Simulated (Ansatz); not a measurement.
Take MgTe in the zinc blende structure (space group F-43m, No. 216; a = 6.438 Å) as the base. Axes: x, y, z lie along the cube axes.

Computed with PBEsol (Ansatz, a program for electronic structure, PAW, no SOC), earlier PAW set.

Before the change:

```
Property                             Value
---------------------  -------------------
Valence-band top at Γ  0.00, 0.00, 0.00 eV
```

It is then changed as follows: tensor shear ε_xy = −1.83 % (engineering shear γ = -0.0366); the atoms relax in the strained cell.

Question: Predict the new valence-band top at Γ and energy relative to the base.

Answer: The valence-band top at Γ (three highest levels, from the VBM) goes from 0.00, 0.00, 0.00 eV to 0.00, -0.12, -0.23 eV; the energy grows by 2.3 meV/atom.

Spin-orbit coupling, missing from the scalar runs, can matter with Te. The levels and masses belong to the bands next to the band gap. Whether these cells are dynamically stable was not tested.
